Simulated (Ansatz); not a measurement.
## Response to strain in MoS2

Consider MoS2 (space group P6_3/mmc, No. 194; a = 3.109 Å, c = 11.709 Å; layered, stacked along the Cartesian z axis). Axes: x lies along a and z along c of the hexagonal cell.

Strains are applied to the cell and any free atomic positions relax.

Method: PBEsol-D3(BJ)/PAW in Ansatz (a quantum-chemistry and plane-wave program), no spin-orbit coupling.

Notes on the quantities. pressure: mean of the normal stresses, compression positive; energy relative to the base: free energy F.

| change | pressure | gap character | volume per atom | energy relative to the base | largest internal atomic displacement |
|---|---|---|---|---|---|
| base | 0.00 GPa | – | 16.34 Å³ | 0 meV/atom | – |
| tensor shear ε_xz = +2.00 % | 0.17 GPa | indirect, Γ → k = (1/3, -0.167, 0) in the run's primitive reciprocal basis | 16.33 Å³ | +2.6 meV/atom | 0.062 Å |
| tensor shear ε_xz = +0.33 % | 0.00 GPa | indirect, Γ → k = (0.167, 0.167, 0) in the run's primitive reciprocal basis | 16.34 Å³ | +0.1 meV/atom | – |
| tensor shear ε_xz = +0.67 % | 0.02 GPa | indirect, Γ → k = (0.167, 0.167, 0) in the run's primitive reciprocal basis | 16.34 Å³ | +0.3 meV/atom | 0.019 Å |
| tensor shear ε_xz = +1.67 % | 0.12 GPa | indirect, Γ → k = (1/3, -0.167, 0) in the run's primitive reciprocal basis | 16.33 Å³ | +1.9 meV/atom | 0.050 Å |
| tensor shear ε_xz = +1.33 % | 0.08 GPa | indirect, Γ → k = (1/3, -0.167, 0) in the run's primitive reciprocal basis | 16.33 Å³ | +1.2 meV/atom | 0.039 Å |
| tensor shear ε_xz = +1.00 % | 0.03 GPa | indirect, Γ → k = (1/3, -0.167, 0) in the run's primitive reciprocal basis | 16.33 Å³ | ___ | ___ |

Some entries are withheld; estimate them.


- tensor shear ε_xz = +1.00 %, energy relative to the base: +0.7 meV/atom
- tensor shear ε_xz = +1.00 %, largest internal atomic displacement: 0.029 Å

No phonon test of stability was made. Labels are those of the standard path for the cell's own space group.
